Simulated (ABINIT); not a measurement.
## Input and output of a self-consistent single point for InP (F-43m, 2 atoms in the cell) (ABINIT)

Method of the run: LDA (PW92), PAW (JTH v2.0 LDA PAW) (plane waves; ABINIT).

Input as run:

```
# InP, JTH v2.0 LDA PAW
pp_dirpath "./"
pseudos "In.LDA_PW-JTH.xml, P.LDA_PW-JTH.xml"
acell 3*1.0 Angstrom
rprim
        -0.0000000000    2.9261950000    2.9261950000
         2.9261950000   -0.0000000000    2.9261950000
         2.9261950000    2.9261950000   -0.0000000000
natom 2
ntypat 2
znucl 49 15
typat 1 2
xred
         0.0000000000    0.0000000000    0.0000000000
         0.2500000000    0.2500000000    0.2500000000
ecut 21
pawecutdg 42
pawxcdev 0
occopt 3
tsmear 0.02 eV
nband 14
kptopt 1
ngkpt 5 5 5
nshiftk 1
shiftk 0 0 0
nstep 80
tolvrs 1.0e-12
prtwf 0
prtden 0
prtvol 1
enunit 2
```

Output (repeated stretches shortened):

```
 Symmetries : space group F-4 3 m (#216); Bravais cF (face-center cubic)

 -outvars: echo values of preprocessed input variables --------
            acell      1.8897261329E+00  1.8897261329E+00  1.8897261329E+00 Bohr
             ecut      2.10000000E+01 Hartree
           enunit           2
              ixc       -1012
         kptrlatt        5    0    0      0    5    0      0    0    5
          kptrlen      3.91009343E+01
            natom           2
            nband          14
            ngfft          36      36      36
          ngfftdg          48      48      48
             nkpt          10
            nstep          80
             nsym          24
           ntypat           2
           occopt           3
        pawecutdg      4.20000000E+01 Hartree
         pawxcdev           0
            rprim     -0.0000000000E+00  2.9261950000E+00  2.9261950000E+00
                       2.9261950000E+00 -0.0000000000E+00  2.9261950000E+00
                       2.9261950000E+00  2.9261950000E+00 -0.0000000000E+00
          spgroup         216
           tolvrs      1.00000000E-12
           tsmear      7.34986508E-04 Hartree
            typat      1  2
           useylm           1
             xred      0.0000000000E+00  0.0000000000E+00  0.0000000000E+00
                       2.5000000000E-01  2.5000000000E-01  2.5000000000E-01
            znucl       49.00000   15.00000

== DATASET  1 ==================================================================

 Real(R)+Recip(G) space primitive vectors, cartesian coordinates (Bohr,Bohr^-1):
 R(1)=  0.0000000  5.5297072  5.5297072  G(1)= -0.0904207  0.0904207  0.0904207
 R(2)=  5.5297072  0.0000000  5.5297072  G(2)=  0.0904207 -0.0904207  0.0904207
 R(3)=  5.5297072  5.5297072  0.0000000  G(3)=  0.0904207  0.0904207 -0.0904207
 Unit cell volume ucvol=  3.3817103E+02 bohr^3
 Angles (23,13,12)=  6.00000000E+01  6.00000000E+01  6.00000000E+01 degrees

 Coarse grid specifications (used for wave-functions):

 getcut: wavevector=  0.0000  0.0000  0.0000  ngfft=  36  36  36
         ecut(hartree)=     21.000   => boxcut(ratio)=   2.23157

 Fine grid specifications (used for densities):

 getcut: wavevector=  0.0000  0.0000  0.0000  ngfft=  48  48  48
         ecut(hartree)=     42.000   => boxcut(ratio)=   2.10394

   4.46325274E+02                                ecore*ucvol(ha*bohr**3)

_setup2: Arith. and geom. avg. npw (full set) are    1557.256    1557.202

--- !BeginCycle
solver: {iscf: 17, nstep: 80, nline: 4, wfoptalg: 10, }
tolerances: {tolvrs: 1.00E-12, }
...

     iter   Etot(hartree)      deltaE(h)  residm     nres2
 ETOT  1  -64.871439352968    -6.487E+01 7.145E-02 3.729E+00
 ETOT  2  -64.901001782086    -2.956E-02 2.863E-03 7.588E-01
 ETOT  3  -64.900097062277     9.047E-04 5.865E-03 1.081E-01
 ETOT  4  -64.899905236847     1.918E-04 2.362E-03 5.999E-03
 ETOT  5  -64.899913997291    -8.760E-06 4.204E-04 4.275E-04
 ETOT  6  -64.899914427954    -4.307E-07 1.265E-04 4.409E-05
 ETOT  7  -64.899914522102    -9.415E-08 1.169E-05 4.550E-07
 ETOT  8  -64.899914524771    -2.668E-09 1.692E-06 1.652E-08
 ETOT  9  -64.899914524850    -7.928E-11 3.527E-07 3.366E-09
 ETOT 10  -64.899914524855    -5.159E-12 1.451E-07 3.590E-10
 ETOT 11  -64.899914524856    -1.478E-12 9.465E-08 1.254E-11
 ETOT 12  -64.899914524857    -1.279E-13 3.814E-08 3.327E-13

 At SCF step   12       nres2   =  3.33E-13 < tolvrs=  1.00E-12 =>converged.

 Cartesian components of stress tensor (hartree/bohr^3)
  sigma(1 1)=  3.57319561E-05  sigma(3 2)=  0.00000000E+00
  sigma(2 2)=  3.57319561E-05  sigma(3 1)=  0.00000000E+00
  sigma(3 3)=  3.57319561E-05  sigma(2 1)=  0.00000000E+00

 ----iterations are completed or convergence reached----

 reduced coordinates (array xred) for    2 atoms
       0.000000000000      0.000000000000      0.000000000000
       0.250000000000      0.250000000000      0.250000000000
 cartesian forces (eV/Angstrom) at end:
    1     -0.00000000000000    -0.00000000000000     0.00000000000000
    2      0.00000000000000     0.00000000000000    -0.00000000000000
 frms,max,avg= 4.4465354E-29 6.8467516E-29   0.000E+00  0.000E+00  0.000E+00 e/A
 length scales=  1.889726132886  1.889726132886  1.889726132886 bohr
              =  1.000000000000  1.000000000000  1.000000000000 angstroms
 Fermi (or HOMO) energy (hartree) =   0.17844   Average Vxc (hartree)=  -0.35393
 Eigenvalues (hartree) for nkpt=  10  k points:
 kpt#   1, nband= 14, wtk=  0.00800, kpt=  0.0000  0.0000  0.0000 (reduced coord)
  -0.35278   -0.35278   -0.35278   -0.34710   -0.34710   -0.25724    0.16924    0.16924
   0.16924    0.18683    0.31377    0.31377    0.31377    0.47271
      occupation numbers for kpt#   1
   2.00000    2.00000    2.00000    2.00000    2.00000    2.00000    1.99999    1.99999
   1.99999    0.00002    0.00000    0.00000    0.00000    0.00000
 prteigrs : prtvol=0 or 1, do not print more k-points.

 Fermi (or HOMO) energy (eV) =   4.85556   Average Vxc (eV)=  -9.63081
 Eigenvalues (   eV  ) for nkpt=  10  k points:
 kpt#   1, nband= 14, wtk=  0.00800, kpt=  0.0000  0.0000  0.0000 (reduced coord)
  -9.59958   -9.59958   -9.59958   -9.44495   -9.44495   -6.99984    4.60524    4.60524
   4.60524    5.08390    8.53822    8.53822    8.53822   12.86316
 prteigrs : prtvol=0 or 1, do not print more k-points.

--- !EnergyTerms
comment             : Components of total free energy in Hartree
kinetic             :  1.65227331273926E+01
hartree             :  2.36726499619262E+01
xc                  : -9.75053467719295E+00
Ewald energy        : -4.49261999538990E+01
psp_core            :  1.31982115770757E+00
local_psp           : -6.48435878932393E+01
spherical_terms     :  1.31052034654484E+01
internal            : -6.48999148118565E+01
'-kT*entropy'       : -3.35653269647373E-09
total_energy        : -6.48999148152130E+01
total_energy_eV     : -1.76601649451806E+03
...

-Cartesian components of stress tensor (GPa)         [Pressure= -1.0513E+00 GPa]
- sigma(1 1)=  1.05127027E+00  sigma(3 2)=  0.00000000E+00
- sigma(2 2)=  1.05127027E+00  sigma(3 1)=  0.00000000E+00
- sigma(3 3)=  1.05127027E+00  sigma(2 1)=  0.00000000E+00

 Calculation completed.
```

The run converged in 12 iterations.

The starting cell has typed, rounded lattice constants, without a prior relaxation at this level. Its lattice was rescaled by up to half a per cent.

Cost on one core of a shared machine: roughly 30 s.
